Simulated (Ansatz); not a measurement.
BN (model structure, started from the MgO type, Pm-3n, No. 223, 12 atoms in the cell) was calculated with PBEsol in Ansatz (plane waves, PAW).

Run with plane-wave cutoff 520 eV, 8×8×8 k mesh, Fermi–Dirac smearing 0.01 eV, scalar-relativistic PAW data made under PBE.

The cell is the one relaxed with PBEsol. Conventional cell: a = 4.4194 Å, b = 4.4194 Å, c = 4.4194 Å, α = 90.00°, β = 90.00°, γ = 90.00°.

```yaml
crystal:
  lattice:
    - [4.41936, 0.00000, 0.00000]
    - [0.00000, 4.41936, 0.00000]
    - [0.00000, 0.00000, 4.41936]
  atoms:
    - { symbol: B, position: [0.25000, 0.00000, 0.50000] }
    - { symbol: B, position: [0.75000, 0.00000, 0.50000] }
    - { symbol: B, position: [0.50000, 0.75000, 0.00000] }
    - { symbol: B, position: [0.50000, 0.25000, 0.00000] }
    - { symbol: B, position: [0.00000, 0.50000, 0.75000] }
    - { symbol: B, position: [0.00000, 0.50000, 0.25000] }
    - { symbol: N, position: [0.25000, 0.50000, 0.00000] }
    - { symbol: N, position: [0.75000, 0.50000, 0.00000] }
    - { symbol: N, position: [0.00000, 0.75000, 0.50000] }
    - { symbol: N, position: [0.00000, 0.25000, 0.50000] }
    - { symbol: N, position: [0.50000, 0.00000, 0.75000] }
    - { symbol: N, position: [0.50000, 0.00000, 0.25000] }
```

Question: List the 32 lowest band energies at Γ above −25 eV (eV, relative to the valence band maximum), grouping those that round alike.

Answer: At Γ: -19.71, -17.14 (×2), -14.19 (×3), -10.42 (×2), -10.10, -7.93 (×3), -5.04 (×3), -3.66 (×3), -3.16 (×3), 0.00 (×3), 6.03, 6.30, 6.39 (×3), 6.79 (×3).

Note: the relaxation could raise the start's symmetry but not lower it, so the cell can be a saddle point.

A model structure was made by putting elements into a prototype or built by hand; it is no filed structure, need not be a known phase, and can be a saddle point held by its symmetry.

Ansatz is an electronic-structure program.
